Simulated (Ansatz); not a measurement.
Start from InAs in the zinc blende structure (space group F-43m, No. 216; a = 6.087 Å).

Method: PBEsol, PAW, 420 eV (Ansatz, an electronic-structure program; no spin-orbit coupling).

Strains are applied to the cell and any free atomic positions relax.

One change was made to it. Results:

The energy grows by 11 meV/atom; the pressure goes from zero to 2.8 GPa.

What was done to the base?
A) isotropic strain −1.50 %
B) isotropic strain −0.50 %
C) isotropic strain −3.00 %
D) isotropic strain +1.00 %

A, isotropic strain −1.50 %. For comparison, the energy relative to the base in the other runs: isotropic strain −0.50 % gives +1.1 meV/atom; isotropic strain +1.00 % gives +4.3 meV/atom; isotropic strain −3.00 % gives +44 meV/atom.

The mesh was chosen for an insulator and is coarse for the gapless case. Stability against distortions was not tested. The final runs are not spin-polarised.
